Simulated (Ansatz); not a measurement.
Start from CdTe in the zinc blende structure (space group F-43m, No. 216; a = 6.5578 Å). Axes: x, y, z lie along the cube axes.

All numbers come from r2SCAN/PAW in Ansatz (a program for electronic structure), without spin-orbit coupling.

Strains are applied to the cell and any free atomic positions relax.

One change was made to it. Results:

```json
[
 {"quantity": "band gap", "base": "1.17 eV", "after": "1.12 eV"},
 {"quantity": "largest internal atomic displacement", "base": "–", "after": "0.011 Å"},
 {"quantity": "valence-band top at Γ (three highest levels, from the VBM)", "base": "0.00, 0.00, 0.00 eV", "after": "0.00, -0.05, -0.09 eV"}
]
```

**Question.** What was done to the base?
A) tensor shear ε_xy = +1.71 %
B) tensor shear ε_xy = +0.86 %
C) tensor shear ε_xy = +2.00 %

**Answer.** B, tensor shear ε_xy = +0.86 %. For comparison, the band gap in the other runs: tensor shear ε_xy = +2.00 % gives 1.05 eV; tensor shear ε_xy = +1.71 % gives 1.07 eV.

With Te present, leaving out spin-orbit coupling can change the band edges. Whether these cells are dynamically stable was not tested.
